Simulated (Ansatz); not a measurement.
```xyz
24
Lattice="21.5000 0.0000 0.0000 0.0000 21.5000 0.0000 0.0000 0.0000 3.0972" Properties=species:S:1:pos:R:3 pbc="T T T"
Si    15.7710    11.6339     1.5486
C     15.6174    12.5194     3.0972
Si    14.6563    14.0260     3.0972
C     14.0806    14.7160     1.5486
Si    12.4950    15.5402     1.5486
C     11.6514    15.8500     3.0972
Si     9.8661    15.7710     0.0000
C      8.9806    15.6174     1.5486
Si     7.4740    14.6563     1.5486
C      6.7840    14.0806     0.0000
Si     5.9598    12.4950     3.0972
C      5.6500    11.6514     1.5486
Si     5.7290     9.8661     1.5486
C      5.8826     8.9806     0.0000
Si     6.8437     7.4740     3.0972
C      7.4194     6.7840     1.5486
Si     9.0050     5.9598     1.5486
C      9.8486     5.6500     3.0972
Si    11.6339     5.7290     0.0000
C     12.5194     5.8826     1.5486
Si    14.0260     6.8437     1.5486
C     14.7160     7.4194     3.0972
Si    15.5402     9.0050     3.0972
C     15.8500     9.8486     1.5486
```

All values below come from PBE (plane waves to 420 eV, PAW; Ansatz, an electronic-structure program). Mesh 1×1×10. No spin polarisation. It repeats along c; a and b span vacuum. A hypothetical model, rolled from the flat sheet. Symmetry and one short period hold its shape; lower forms weren't sought.

Tabulate the two highest filled and two lowest empty levels along the axis, from the valence top.


```tsv
k (2π/c)	v2 (eV)	v1 (eV)	c1 (eV)	c2 (eV)
0.000	-1.04	-0.61	2.69	2.80
0.042	-1.02	-0.59	2.70	2.83
0.083	-0.96	-0.54	2.72	2.94
0.125	-0.87	-0.45	2.75	3.10
0.167	-0.75	-0.34	2.77	3.20
0.208	-0.61	-0.21	2.77	3.15
0.250	-0.46	-0.10	2.74	3.05
0.292	-0.33	-0.02	2.69	2.90
0.333	-0.25	-0.01	2.65	2.74
0.375	-0.26	-0.11	2.65	2.65
0.417	-0.39	-0.34	2.47	2.47
0.458	-0.64	-0.64	2.27	2.27
0.500	-0.73	-0.73	2.18	2.18
```
